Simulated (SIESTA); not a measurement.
Several settings converged on FeAl (P4mm, 2 atoms in the cell)

```yaml
crystal:
  lattice:
    - [2.91873, 0.00000, 0.00000]
    - [0.00000, 2.91873, 0.00000]
    - [0.00000, 0.00000, 2.91873]
  atoms:
    - { symbol: Al, position: [0.50000, 0.50000, 0.51713] }
    - { symbol: Fe, position: [0.00000, 0.00000, 0.00000] }
```

Base method: LDA PW92, numerical atomic orbitals DZP, PseudoDojo LDA standard norm-conserving potentials (rewritten from UPF to PSML) run with SIESTA.

Base settings: XC.functional = LDA; XC.authors = PW92; potentials = PseudoDojo LDA standard; PAO.BasisSize = DZP; PAO.EnergyShift = 0.01 Ry; MeshCutoff = 300 Ry; kgrid.MonkhorstPack = 4 4 4; OccupationFunction = FD; ElectronicTemperature = 1160.45 K; MaxSCFIterations = 150.

**The cutoff of the real-space grid**

The second cell is the first with its lattice scaled by 0.98.

The mesh stays at the base's, so the ladder's end is converged at best in this setting alone.

Only quantities that move along the ladder and can be compared are tabulated.

```csv
MeshCutoff,free energy less the last step's (meV/atom),energy of the compressed cell less the first (meV/atom),pressure (GPa)
105 Ry (105 Ry used),-1.18,-78.12,-21.00
120 Ry (130 Ry used),-0.82,-75.11,-21.26
180 Ry (187 Ry used),-0.22,-76.56,-21.17
270 Ry (292 Ry used),0.27,-77.42,-21.29
330 Ry (332 Ry used),-0.07,-77.08,-20.85
405 Ry (420 Ry used),-0.06,-76.94,-21.07
450 Ry (519 Ry used),0.06,-77.09,-21.08
720 Ry (747 Ry used),0.00,-77.14,-21.03
```

Coarsest MeshCutoff that holds the pressure within 0.2 GPa of the last step, with all finer ones: 330 Ry (332 Ry used); the step before is off by 0.26 GPa.

Coarsest MeshCutoff that holds the energy of the compressed cell less the first within 0.5 meV/atom of the last step, with all finer ones: 270 Ry (292 Ry used); the step before is off by 0.58 meV/atom.

Coarsest MeshCutoff that holds the free energy within 0.5 meV/atom of the last step, with all finer ones: 180 Ry (187 Ry used); the step before is off by 0.82 meV/atom.

**The setting basis size**

Level: DFT, LDA PW92, numerical atomic orbitals TZP, PseudoDojo LDA standard norm-conserving potentials (rewritten from UPF to PSML).

Moved along: PAO.BasisSize.

The second cell is the first with its lattice scaled by 0.98.

The mesh stays at the base's, so the ladder's end is converged at best in this setting alone.

The sets are ordered by size and need not be nested.

Only quantities that move along the ladder and can be compared are tabulated.

| basis (functions) | energy of the compressed cell less the first (meV/atom) | pressure (GPa) | largest difference of a force vector from the last step's (eV/Å) |
|---|---|---|---|
| SZ (14) | 6.21 | -3.79 | 0.061 |
| SZP (22) | -56.74 | -16.77 | 0.039 |
| DZ (24) | -42.45 | -13.04 | 0.066 |
| DZP (32) | -77.08 | -20.85 | 0.009 |
| TZP (42) | -75.00 | -20.21 | 0.000 |

Coarsest basis (functions) that holds the energy of the compressed cell less the first within 1 meV/atom: not settled: the last two steps still differ by 2.1 meV/atom, over half the tolerance, so the ladder does not show it.

Coarsest basis (functions) that holds the pressure within 1 GPa: not settled: the last two steps still differ by 0.64 GPa, over half the tolerance, so the ladder does not show it.

Coarsest basis (functions) that holds the forces within 0.02 eV/Å of the last step, with all finer ones: DZP (32); the step before is off by 0.066 eV/Å.

On the base run: the starting cell has typed, rounded lattice constants, without a prior relaxation at this level. Its lattice was rescaled by up to half a per cent. One atom was moved a little off its site on purpose. Spin polarisation is off. Values carry the incompleteness of an atom-centred basis. In the base run, with a pressure of about -21 GPa the cell is away from its equilibrium volume at this level. Without a gap this mesh is coarse (it stands for a supercell whose shortest vector is 12 Å).

Left out of this page: 1 run of the series failed or unconverged; 8 runs of the series outside the window shown, repeating another row's setting, or not comparable.
